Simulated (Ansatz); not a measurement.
Take Ge in the diamond structure (space group Fd-3m, No. 227; a = 5.675 Å) as the base.

Method: Kohn–Sham DFT with the r2SCAN functional, run in Ansatz (a program for electronic structure) with PAW and 500 eV plane waves, spin-orbit coupling left out.

One change was made to it. Results:

```csv
quantity,base,after
lattice parameter a,5.675 Å,5.413 Å
band gap,0.36 eV,zero
```

**Question.** Name the change that was made.
A) Ge → Sn
B) Ge → Os
C) Ge → Ru
D) Ge → Pb

**Answer.** C, Ge → Ru. For comparison, the lattice parameter a in the other runs: Ge → Pb gives 6.952 Å; Ge → Sn gives 6.567 Å; Ge → Os gives 5.518 Å.

Stability against distortions was not tested. As relaxed here, Ru and Os are hypothetical phases, not in the database extracts checked. For Pb in this form, whether it has been made was not checked. All final runs are without spin polarisation. This is not the structure that Pb has at room temperature and ambient pressure.
